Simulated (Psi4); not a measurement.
Psi4 1.11, TPSS/def2-svp: Ge(Cl)(Me)(Vi)2 (C=[CH][Ge]([CH3])([Cl])[CH]=C), 16 atoms. The geometry is a generated start, not checked to be a minimum at this level.

```
Quantity                                            Result
--------------------------  ------------------------------
task                                                energy
method                                                tpss
basis                                             def2-svp
memory                                                3 GB
maxiter                                                100
keys of the molecule block                     symmetry c1
scf_type                                      df (default)
guess                       auto, which took SAD (default)
scf_initial_accelerator                    adiis (default)
e_convergence                              1e-06 (default)
d_convergence                              1e-06 (default)
dft_radial_points                             75 (default)
dft_spherical_points                         302 (default)
basis functions                                        165
grid points                                         340341
```

```xyz
16

C      2.6191    -0.6356     0.6372
C      1.7909     0.3714     0.4304
Ge     0.0879     0.2406    -0.5750
C     -0.9456     1.9413    -0.4338
Cl     0.6177    -0.0052    -2.6314
C     -0.9430    -1.3869    -0.1304
C     -2.0928    -1.3981     0.5214
H      3.5392    -0.5203     1.1924
H      2.4202    -1.6248     0.2553
H      2.0312     1.3465     0.8327
H     -2.0134     1.7405    -0.4327
H     -0.7248     2.5812    -1.2853
H     -0.6901     2.4755     0.4769
H     -0.5160    -2.3222    -0.4710
H     -2.6258    -2.3130     0.7369
H     -2.5547    -0.4910     0.8764
```

One run each on 2 threads. Values of diis_max_vecs tried: 3, 6, 10 (default), 20.

Predict the course of the SCF iterations along this series.

Fewest SCF iterations, within one of each other: 6 with 12, 10 (default) with 11, 20 with 11. The count rises to 23 at 3. All converge to one solution.

```csv
diis_max_vecs,SCF iterations,end
3,23,same solution
6,12,same solution
10 (default),11,same solution
20,11,same solution
```
